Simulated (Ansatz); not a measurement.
Structures of equal composition on the (110) surface of bcc Nb: p(2x2), one Nb adatom; one added row of Nb in 4. The slabs share one bottom face, and each structure is named by its start. These are constructed structures in small cells; real faces may alloy, dewet or reconstruct in larger ones, and not all known structures of the face are among them. Slabs of about 12 Å with all that they carry, Fermi-Dirac smearing of 0.1 eV. Bottom of the slabs: a bare face, its two planes held. Relaxed from the named starts with such symmetry as they have, on meshes of like density; energies extrapolated to zero smearing; no spin-orbit coupling, no U. Spin-polarised runs, if any, are marked in brackets, and their order is one that fits the cell; the others ran without spin. The cells differ, so small differences also carry the error of unlike k-meshes.

These are PBE (plane waves to 420 eV, PAW; Ansatz, a program for electronic structure) values and carry that method's errors.

Task: Order them by energy per 1x1 cell (lowest first) at the level PBE.

Result: one added row of Nb in 4 (0.00 eV), p(2x2), one Nb adatom (0.18 eV)
